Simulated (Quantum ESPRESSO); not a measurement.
Input and output of a self-consistent single point for SiP2O7 (P6_3/m, 20 atoms in the cell) (Quantum ESPRESSO).

Level of theory: LDA (PZ), GBRV 1.5 ultrasoft (LDA) pseudopotentials (plane waves; Quantum ESPRESSO).

```yaml
crystal:
  lattice:
    - [4.71329, 0.00000, 0.00000]
    - [-2.35664, 4.08183, 0.00000]
    - [0.00000, 0.00000, 11.99709]
  atoms:
    - { symbol: Si, position: [0.00000, 0.00000, 0.50000] }
    - { symbol: Si, position: [0.00000, 0.00000, 0.00000] }
    - { symbol: P, position: [0.66667, 0.33333, 0.37980] }
    - { symbol: P, position: [0.33333, 0.66667, 0.62020] }
    - { symbol: P, position: [0.33333, 0.66667, 0.87980] }
    - { symbol: P, position: [0.66667, 0.33333, 0.12020] }
    - { symbol: O, position: [0.26525, 0.33033, 0.58609] }
    - { symbol: O, position: [0.73475, 0.66967, 0.41391] }
    - { symbol: O, position: [0.93492, 0.26525, 0.08609] }
    - { symbol: O, position: [0.06508, 0.73475, 0.91391] }
    - { symbol: O, position: [0.66967, 0.93492, 0.58609] }
    - { symbol: O, position: [0.33033, 0.06508, 0.41391] }
    - { symbol: O, position: [0.73475, 0.66967, 0.08609] }
    - { symbol: O, position: [0.26525, 0.33033, 0.91391] }
    - { symbol: O, position: [0.06508, 0.73475, 0.58609] }
    - { symbol: O, position: [0.93492, 0.26525, 0.41391] }
    - { symbol: O, position: [0.33033, 0.06508, 0.08609] }
    - { symbol: O, position: [0.66967, 0.93492, 0.91391] }
    - { symbol: O, position: [0.66667, 0.33333, 0.25000] }
    - { symbol: O, position: [0.33333, 0.66667, 0.75000] }
```

Reference input (self-consistent single point, DFT, LDA (PZ), plane waves, GBRV 1.5 ultrasoft (LDA) pseudopotentials): ecutwfc = 40 Ry; ecutrho = 200 Ry; occupations = smearing; smearing = gauss; degauss = 0.0036749 Ry; potentials = {Si: si_lda_v1.uspp.F.UPF, P: p_lda_v1.5.uspp.F.UPF, O: o_lda_v1.2.uspp.F.UPF}; K_POINTS = automatic 4 4 2 0 0 0; conv_thr = 1e-09 Ry; mixing_beta = 0.4. This run's input differs from it in these lines:

```diff
@@ -14,4 +14,4 @@
  ntyp = 3,
- ecutwfc = 40,
- ecutrho = 200,
+ ecutwfc = 60,
+ ecutrho = 300,
  occupations = 'smearing',
```

The program printed (abridged):

```
     Self-consistent Calculation

     iteration #  1     ecut=    60.00 Ry     beta= 0.40

     total energy              =    -533.98997091 Ry
     estimated scf accuracy    <       4.70103061 Ry

     iteration #  2     ecut=    60.00 Ry     beta= 0.40

     total energy              =    -535.02492193 Ry
     estimated scf accuracy    <       0.13132726 Ry

     iteration #  3     ecut=    60.00 Ry     beta= 0.40

     total energy              =    -535.02369650 Ry
     estimated scf accuracy    <       0.04936547 Ry

   [... 5 blocks of this kind left out ...]

     iteration #  9     ecut=    60.00 Ry     beta= 0.40

     total energy              =    -535.02896451 Ry
     estimated scf accuracy    <       0.00000005 Ry

     iteration # 10     ecut=    60.00 Ry     beta= 0.40
     End of self-consistent calculation

     the Fermi energy is     5.4748 ev

!    total energy              =    -535.02896452 Ry
     estimated scf accuracy    <          3.7E-10 Ry
     smearing contrib. (-TS)   =      -0.00000000 Ry
     internal energy E=F+TS    =    -535.02896452 Ry

     convergence has been achieved in  10 iterations

     Forces acting on atoms (cartesian axes, Ry/au):

     atom    1 type  1   force =     0.00000000   -0.00000000   -0.00000000
     atom    2 type  1   force =     0.00000000    0.00000000    0.00000000
     atom    3 type  2   force =     0.00000000    0.00000000    0.00407263
     atom    4 type  2   force =     0.00000000   -0.00000000   -0.00407263
     atom    5 type  2   force =    -0.00000000    0.00000000    0.00407263
   [... lines left out ...]

     Total force =     0.061053     Total SCF correction =     0.000055

          total   stress  (Ry/bohr**3)                   (kbar)     P=       -0.07
   0.00000704   0.00000000   0.00000000            1.04        0.00        0.00
   0.00000000   0.00000704   0.00000000            0.00        1.04        0.00
  -0.00000000  -0.00000000  -0.00001559           -0.00       -0.00       -2.29

   JOB DONE.
```

The run converged in 10 iterations. Against the reference run the free energy goes down by 8.3 meV/atom, the pressure moves little (0.06 to -0.01 GPa), the largest force moves little (0.453 to 0.449 eV/Å) and the gap on the mesh moves little (6.224 to 6.226 eV).

The starting cell comes from a database of computed structures (which also holds hypothetical and non-ambient phases and stackings), without a prior relaxation at this level.

Cost on one core of a shared machine: roughly 4 min.
